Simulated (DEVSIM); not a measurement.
Structure: abrupt Ge n-p junction, at 400 K.

Layer 1 from the left is Ge, thickness (μm) 0.470, Nd (cm⁻³) 2.9e17, τn (s) 1.7e-5, τp (s) 1.7e-5. Layer 2 from the left is Ge, thickness (μm) 0.480, Na (cm⁻³) 1.8e16, τn (s) 1.7e-5, τp (s) 1.7e-5.

Left contact: ohmic. Right contact: ohmic. Voltage is applied to the left contact. Recombination: SRH at mid-gap, radiative. Mobility is constant in doping.

The device is made up for the run: typed textbook-type constants, with dimensions and the other settings drawn at random. Values at 300 K; Nc and Nv go as T^1.5, mobilities as T to minus their exponent, the gap by Varshni's rule with the affinity fixed.

Ge: gap (eV) 0.664, affinity (eV) 4, permittivity 16, Nc (cm⁻³) 1.04e19, Nv (cm⁻³) 6e18, μn (cm²/Vs) 3900, μp (cm²/Vs) 1900, T exponent of μn 1.66, T exponent of μp 2.33, B (cm³/s) 6.4e-14, Varshni α (eV/K) 0.000477, Varshni β (K) 235.

Simulated with DEVSIM: 1D drift-diffusion, Boltzmann statistics, complete ionisation; no tunnelling, impact ionisation, image-force lowering or self-heating.

Task: What does the simulation give for the potential step across the device at zero bias, the largest field in the device at zero bias?

Result: potential step across the device at zero bias 0.271 V; largest field in the device at zero bias 37000 V/cm.
